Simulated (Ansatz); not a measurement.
Pb (Fm-3m), PBE, DFPT electron-phonon coupling, linearised Boltzmann equation (Ansatz, an electronic-structure program). Condition of this run: functional PBE. Phonon-limited resistivity 13.6 μΩ·cm at 300 K, 18.2 μΩ·cm at 400 K, current-weighted mean free path 6.9 nm, Drude plasma energy 9.02 eV.

Problem. What is the classical skin depth at 1 GHz (nonmagnetic, μ₀ = 1.257×10⁻⁶ H/m)?

Solution. δ = √(ρ/(π f μ₀)) = 5870 nm.

Problem. Estimate the resistivity of a 40 nm square wire with diffuse walls from ρ ≈ ρ₀(1 + 3ℓ/4d).

Solution. 1 + 0.75 × 6.9/40 = 1.13, so ρ ≈ 15.4 μΩ·cm and a line 1 μm long has 96.0 Ω. The formula is the free-electron limit for d well above ℓ; grain boundaries add to it.

Problem. What Drude relaxation time do resistivity and plasma energy imply?

Solution. ω_p = 1.37e16 s⁻¹, so τ = 1/(ε₀ ω_p² ρ) = 4.42 fs, a damping ħ/τ of 149 meV.

A metal at this level (no band gap). Only scattering by harmonic phonons is included (no impurities, grain boundaries, electron-electron scattering or thermal expansion). Spin-orbit coupling is left out, which matters with elements this heavy. The run warned that the eigensolver left some states short of its tolerance. Halving the electron mesh (28x28x28) moves the resistivity by up to 1 % at 300 K, the mean free path by up to 2 %. Smearing 0.20 eV; phonons on a 5x5x5 q mesh, which this run doesn't test.
